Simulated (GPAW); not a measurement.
## Sensitivity of a calculation on TaTi (Cmmm, 2 atoms in the cell) to its settings

```
TaTi
1.0
    1.63288    -2.29750     0.00000
    1.63288     2.29750     0.00000
    0.00000     0.00000     4.68413
Ti Ta
1 1
Cartesian
  1.63288   0.00000   2.34206
  0.00000   0.00000   0.00000
```

Base run A: PBEsol, GPAW PAW datasets PBEsol (made by gpaw-setup) run with GPAW, self-consistent single point.

Its settings: mode = pw; ecut = 850 eV; xc = PBEsol; kpts = 8 8 5; mesh shift (steps) = 0 0 0; occupations.name = methfessel-paxton; occupations.width = 0.136 eV; occupations.order = 1; nbands = -6; convergence.density = 1e-05 e/electron; convergence.energy = 1e-05 eV/electron; symmetry.symmorphic = false; symmetry.tolerance = 0.0005; maxiter = 120.

The starting cell comes from a database of computed structures (which also holds hypothetical and non-ambient phases and stackings), without a prior relaxation at this level. Spin-orbit coupling is off. Spin polarisation is off. In the base run, with a pressure of about -4 GPa the cell is away from its equilibrium volume at this level.

ΔF is the free energy per atom less that of run A. A dash stands where there is no value to compare (another energy zero or no entropy term, no result, no spin, no clean gap, or a mesh too coarse for one). Total energies depend on the potentials, the functional and any Hubbard or dispersion term, so they are compared only between runs that share all of them.

Run A gave: pressure (GPa) -4.48; k-points 63.

Runs:
- B: xc: PBEsol → LDA; nbands: -6 → -16; convergence.bands: default → -2; spin_orbit: default → non-self-consistent (soc_eigenstates); spin_orbit_occupations: default → fermi-dirac; potentials: then spin-orbit coupling non-self-consistently [LDA (Perdew-Wang 92), then spin-orbit coupling non-self-consistently]
- C: nbands: -6 → -4
- D: ecut: 850 eV → 340 eV
- E: kpts_shift: 0 0 0 → 0 0 0.5
- F: kpts: 8 8 5 → 7 7 4; occupations.width: 0.136 eV → 0.3 eV
- G: mixer.beta: default → 0.05; mixer.nmaxold: default → 12
- H: convergence.density: 1e-05 e/electron → 1e-07 e/electron; convergence.energy: 1e-05 eV/electron → 5e-07 eV/electron; convergence.eigenstates: default → 4e-14
- I: mode: pw → fd; ecut: 850 eV → default; h: default → 0.2 Å [PBEsol, real-space grid]

Task: What does run D change against A?

Result: The free energy rises by 115 meV/atom and the pressure goes from -4.48 to -7.57 GPa.

| run | ΔF (meV/atom) | pressure (GPa) | k-points |
|---|---|---|---|
| A | 0.00 | -4.48 | 63 |
| B | – | – | 63 |
| C | 0.00 | -4.49 | 63 |
| D | 114.5 | -7.57 | 63 |
| E | -7.6 | -4.33 | 63 |
| F | 12.8 | -3.87 | 48 |
| G | 0.00 | -4.48 | 63 |
| H | 0.00 | -4.48 | 63 |
| I | -41.8 | – | 63 |
